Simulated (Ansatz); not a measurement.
The starting structures come from a database of crystals and need not be the phases stable at ambient conditions.

Tunnelling through a barrier is set by its complex band structure: the current falls as exp(−2κd) with the smallest κ.

```xyz
16
Lattice="4.0370 0.0000 0.0000 0.0000 12.0700 0.1030 2.0185 -5.1796 9.0732" Properties=species:S:1:pos:R:3 pbc="T T T"
Cd     2.0185     3.8867     2.7396
Cd     4.0370     3.0037     6.4366
Sb     2.0185    -2.0576     8.2370
Sb     4.0370     8.9480     0.9393
Sb     4.0370     7.8696     5.4409
Sb     2.0185    -0.9792     3.7354
Se     2.0185     2.1381     0.7207
Se     4.0370     4.7523     8.4556
Se     4.0370    -0.6753     1.8141
Se     2.0185     7.5657     7.3621
Se     4.0370    -1.6382     5.8668
Se     2.0185     8.5286     3.3095
Br     2.0185     1.3544     7.2906
Br     4.0370     5.5360     1.8856
Br     2.0185     4.8895     5.2570
Br     4.0370     2.0008     3.9193
```

Space group of this cell: C2/m. The cell was relaxed by PBE-D3(BJ); by PBEsol its mean pressure is -0.7 GPa.

Transport runs along the normal of the first two printed cell vectors.

No gap correction and no spin-orbit coupling; mid-gap values are interpolated between computed energies.

Problem. Compute, with PBEsol (Ansatz, a first-principles code), the band gap and the smallest decay constant κ at mid-gap.

Solution. Gap 0.98 eV on a 8×4×8 mesh; κ = 0.143 1/Å, at (0.000, 0.500) of the in-plane reciprocal vectors. At the zone centre, at the nearest computed energy, the slowest state has κ = 0.19 1/Å.
